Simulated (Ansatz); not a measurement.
Ansatz (an electronic-structure program) run on Ti3Zn (I4/mmm, 4 atoms in the cell): relaxation of cell and atoms.

Computed with PBEsol, default PAW files made with PBE (plane waves; Ansatz).

The change in words: atoms on their sites; basis.ecutwfc: 420 eV → 505 eV; relax: default → cell and atoms. Reference geometry:
```xyz
4
Lattice="-1.9692 1.9692 4.2040 1.9692 -1.9692 4.2040 1.9692 1.9692 -4.2040" Properties=species:S:1:pos:R:3 pbc="T T T"
Ti     0.0000     1.9692     2.1020
Ti     1.9692     0.0000     2.1020
Ti     0.0000     0.0000     4.2540
Zn     0.0000     0.0000     0.0000
```
Moments meant for the start (each program seeds them in its own way; μB, in the order of the atoms Ti Ti Ti Zn): 1.0 1.0 1.0 0.0.

Reference input (self-consistent single point, DFT, PBEsol, plane waves, default PAW files made with PBE): basis.ecutwfc = 420 eV; kpoints.mp_grid.grid = 5 5 5; hamiltonian.xc = pbesol; hamiltonian.pseudopotentials = {kind: paw} (the program's default PAW files); magnetization.spin_polarized = true; scf.occupations.method = fermi_dirac; scf.occupations.width = 0.1 eV. This run's input differs from it in these lines:

Ansatz 0.2 input:
```diff
@@ -8,6 +8,6 @@
     - { symbol: Ti, position: [0.25000000, 0.75000000, 0.50000000], spin: 1.0 }
-    - { symbol: Ti, position: [0.50594700, 0.50594700, 0.00000000], spin: 1.0 }
+    - { symbol: Ti, position: [0.50000000, 0.50000000, 0.00000000], spin: 1.0 }
     - { symbol: Zn, position: [0.00000000, 0.00000000, 0.00000000] }
 basis:
-  ecutwfc: 420.0
+  ecutwfc: 505.0
 kpoints:
@@ -21,2 +21,4 @@
   occupations: { method: fermi_dirac, width: 0.1 }
+relax:
+  cell: {}
 output:
```

Output, abridged:

```
   [... SCF lines of the steps left out ...]
relax step   1: F+E_penalty+E_count = -10703.12167813 eV  Δ(F+E_penalty+E_count) = +0.000e0 eV  max|allowed force component| = 8.240e-18 eV/Å  Δτ_max = 0.0000 Å  P = -4.784 GPa  Ω = 65.209 Å³  (16 SCF iters, dr2 threshold 1.00e-7 eV, accepted)
relax step   2: F+E_penalty+E_count = -10703.14451337 eV  Δ(F+E_penalty+E_count) = -2.284e-2 eV  max|allowed force component| = 2.255e-17 eV/Å  Δτ_max = 0.0000 Å  P = +3.873 GPa  Ω = 60.476 Å³  energy of the carried Pulay correction = +4.788e-4 eV  [...]
   [... lines left out ...]
relax step   4: F+E_penalty+E_count = -10703.16698855 eV  Δ(F+E_penalty+E_count) = -1.161e-4 eV  max|allowed force component| = 3.296e-17 eV/Å  Δτ_max = 0.0000 Å  P = -0.008 GPa  Ω = 62.383 Å³  energy of the carried Pulay correction = +2.822e-4 eV  [...]
relax step   5: F+E_penalty+E_count = -10703.16674694 eV  Δ(F+E_penalty+E_count) = +2.416e-4 eV  max|allowed force component| = 3.296e-17 eV/Å  Δτ_max = 0.0000 Å  P = -0.011 GPa  Ω = 62.383 Å³  stress off target by 3.13e-2 GPa  SCF on the basis [...]
basis re-selected at this cell: Δ(F+E_penalty+E_count) = +2.416e-4 eV, ΔP = -0.004 GPa vs the last step
the relaxation is at rest under the 16 symmetry operations that the run kept from its start: a minimum is not shown …
the relaxation's final electronic state is not compared with the one that a single-point calculation of its input finds at the relaxed geometry …
Magnetization: 0.0000 μB (24.0000 up, 24.0000 down)
   [... lines left out ...]
Absolute magnetization: 0.0000 μB (∫|ρ↑−ρ↓|, with the PAW one-centre terms)
Free energy (F): -10703.166747 eV
Fermi energy:    13.565855 eV
  cell:  # Å, volume = 62.3834 Å³
   [... lines left out ...]
    - [1.9470764426671623, 1.9470764426671623, -4.113799967211123]
  atoms:
    - { symbol: Ti, position: [0.7499999999999999, 0.25000000000000006, 0.49999999999999994] }
    - { symbol: Ti, position: [0.25000000000000006, 0.7499999999999999, 0.49999999999999994] }
    - { symbol: Ti, position: [0.5, 0.5, 1.1190104655417591e-35] }
    - { symbol: Zn, position: [2.2922323398702444e-36, 3.19957430773555e-36, 5.4918066476057944e-36] }
```

The run converged.  The full log also holds: “iter 8 did not close the SCF: its close was put off for a magnetic moment that had not settled (scf_convergence_deferred on its scf_iter line)”. The full log also holds: “iter 9 did not close the SCF: its close was put off for a magnetic moment that had not settled (scf_convergence_deferred on its scf_iter line)”.

Summary of the result:
* **Free energy E − TS (on the zero of these files)**: -10703.1667 eV
* **Fermi level (on the code's own zero)**: 13.57 eV
* **Pressure**: -0.01 GPa
* **Size of the cell's spin moment**: 0.00 μB
* **Final cell**: a = b = c = 4.9503 Å, α = β = 133.68°, γ = 67.59°
* **Final volume per atom**: 15.60 Å³
* **Relaxation steps**: 5

The starting cell comes from a database of computed structures (which also holds hypothetical and non-ambient phases and stackings), without a prior relaxation at this level. Its lattice was rescaled by up to half a per cent. The starting moments vanished: the run ended non-magnetic. The program warned that a starting moment was not kept. The relaxation keeps the symmetry of its start, so its end need not be a minimum. Ansatz's pressure includes its estimate of the finite-basis (Pulay) stress.

Cost on one core of a shared machine: roughly 50 s.
